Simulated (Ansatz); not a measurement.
BN under load (space group P6_3mc), r2SCAN, rigid bands in Ansatz (a quantum-chemistry and plane-wave program). Condition of this run: biaxial stress in the c plane of 27 GPa (compression positive) (the target of the relaxation). Band gap 5.50 eV, N_c = 1.30e19 cm⁻³ and N_v = 4.51e19 cm⁻³ at 300 K, conductivity masses along y (a = (2.48, 0.00, 0.00) Å; b = (-1.24, 2.15, 0.00) Å; c = (0.00, 0.00, 4.21) Å) of 0.483 mₑ (electrons) and 0.766 mₑ (holes). Take k_BT = 0.02585 eV.

What thermal injection velocity √(2k_BT/πm) limits a ballistic channel along the direction named?

7.74e6 cm/s for electrons and 6.15e6 cm/s for holes, a ratio of √(m_h/m_e) = 1.26, for dilute carriers.

A film of it is 5 nm thick, with its normal along the direction named. Estimate the confinement energies in an infinite well.

ħ²π²/(2m t²) = 0.376 eV·nm²/(m/mₑ × t²) gives 31.1 meV for electrons and 19.6 meV for holes, so the gap would widen to about 5.55 eV. Finite barriers and nonparabolic bands lower this, and with several valleys or bands the heaviest mass along the normal sets the lowest level, not this average.

Find the intrinsic carrier density and the intrinsic Fermi level.

n_i = √(N_c N_v) exp(−E_g/2k_BT) = 2.42e19 × exp(−106.37) = 1.5e-27 cm⁻³. The level lies (k_BT/2) ln(N_v/N_c) = 16 meV from mid-gap (positive towards the conduction band). Each 0.1 eV added to the gap lowers n_i by a factor of 6.9.

Rigid bands with the computed gap; masses take one relaxation time for all states. Spin-orbit coupling is left out. Geometry: cell and atoms relaxed with PBEsol.
